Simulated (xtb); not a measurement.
xtb 6.7.1, GFN1-xTB: Sn(iPr)(OH)3 cation (C[CH](C)[Sn]([OH])([OH])[OH]), charge +1, multiplicity 2, 17 atoms. The geometry is a generated start, not checked to be a minimum at this level.

```json
{
 "method": "GFN1-xTB",
 "--acc": "1 (default)",
 "--etemp (K)": "300 (default)",
 "detailed input (--input)": "none: ANC optimiser, Lindh (1995) Hessian, microcycle=20, maxdispl=1.0, hlow=0.01 (default)",
 "basis_functions": "54",
 "valence_electrons": "43"
}
```

```xyz
17

C     -1.0792    -1.5218    -0.5643
C     -1.0528    -0.1989     0.1611
C     -1.6402     0.9326    -0.6466
Sn     1.0635     0.2817     0.7011
O      2.2542    -0.0013    -0.8862
O      1.8717    -0.8754     2.0981
O      1.4869     2.1451     1.2620
H     -0.5467    -1.4553    -1.5095
H     -0.6297    -2.3122     0.0335
H     -2.1142    -1.7964    -0.7677
H     -1.5435    -0.2774     1.1337
H     -2.6967     0.7312    -0.8247
H     -1.1435     1.0212    -1.6101
H     -1.5620     1.8822    -0.1209
H      3.1668     0.2437    -0.7390
H      2.4766    -1.5282     1.7481
H      1.6888     2.7292     0.5312
```

Charge 1 and multiplicity 2 are set for this test and not shown to be the ground state. GFN-xTB has no spin term: --uhf 1 sets the occupations alone.

The structure is relaxed from this start with --opt LEVEL for the levels crude, sloppy, loose, lax, normal, tight, vtight, extreme, once each. Up to the end of the extreme run atoms move by at most 1.0 Å along an axis.

### Question
Choose the cheapest level whose final energy lies within 1 meV of that of extreme.

### Answer
normal: 42 cycles against 71, ending 0.44 meV above.

| level | cycles | energy above the extreme run (meV) | gradient norm (eV/Å) |
|---|---|---|---|
| crude | 16 | 69 | 0.42 |
| sloppy | 28 | 6.7 | 0.20 |
| loose | 28 | 6.7 | 0.20 |
| lax | 34 | 1.6 | 0.078 |
| normal | 42 | 0.44 | 0.034 |
| tight | 44 | 0.39 | 0.0046 |
| vtight | 68 | under 0.01 | 0.0021 |
| extreme | 71 | — | 0.0013 |
